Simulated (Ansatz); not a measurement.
The starting structures come from a database of crystals and need not be the phases stable at ambient conditions.

Consider the following.

```yaml
crystal:
  lattice:
    - [3.14528, 0.00000, 0.00000]
    - [0.00000, 5.09689, 0.00000]
    - [1.57264, 0.00000, 2.72389]
  atoms:
    - { symbol: Al, position: [0.00000, 0.00074, 0.00000] }
    - { symbol: Ga, position: [0.66667, 0.50283, 0.66667] }
    - { symbol: N, position: [0.66667, 0.88820, 0.66667] }
    - { symbol: N, position: [0.00000, 0.37184, 0.00000] }
```

Space group of this cell: P3m1. The cell is taken as given.

These are r2SCAN (plane waves, PAW; Ansatz, a first-principles code) values and carry that method's errors.

The current runs along the normal of the first two printed vectors; no spin-orbit coupling. Scaled by the factor s: the length along the current (ions clamped). Meshes 12×6×12 and 10×6 across the current in all rows.

```tsv
s	mean pressure (GPa)	slowest mid-gap decay constant κ (1/Å)
0.97	6.4	0.234
1.00	-0.4	0.222
1.03	-5.9	?
```

Question: Take the slope of the slowest mid-gap decay constant κ against ln s from the two given rows, extrapolate to s = 1.03, and say what the run there gives.

Answer: Slope = (0.234 − 0.222) / ln 0.97 = -0.394 1/Å. The line gives 0.222 + (-0.394) × ln 1.03 = 0.210 1/Å. The run gives 0.210 1/Å, as the line does.
